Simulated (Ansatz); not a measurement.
Here is the system:

```xyz
3
Lattice="3.0937 0.0000 0.0000 -1.5469 2.6793 0.0000 0.0000 0.0000 3.2928" Properties=species:S:1:pos:R:3 pbc="T T T"
Nb     0.0000     0.0000     0.0000
B      0.0000     1.7862     1.6464
B      1.5469     0.8931     1.6464
```

Level of theory: PBEsol, DFPT electron-phonon coupling, linearised Boltzmann equation (plane waves, PAW, scalar-relativistic; Ansatz, a first-principles code). Cell: relaxed with this functional, without spin-orbit coupling.

### Question
Estimate the phonon-limited resistivity at 300 K, by direction if it differs.

### Answer
9.0 (x), 9.0 (y), 8.5 (z) μΩ·cm.

### Question
How long is the mean free path there?

### Answer
7.7 nm, weighted by the current that each state carries. Wires not much wider than this gain resistivity from their walls.

A metal at this level (no band gap). Only scattering by harmonic phonons is included (no impurities, grain boundaries, electron-electron scattering or thermal expansion). Spin-orbit coupling is left out. Halving the electron mesh (32x32x24) moves the resistivity by up to 10 % at 300 K, the mean free path by up to 4 %. Smearing 0.20 eV; phonons on a 5x5x4 q mesh, which this run doesn't test.
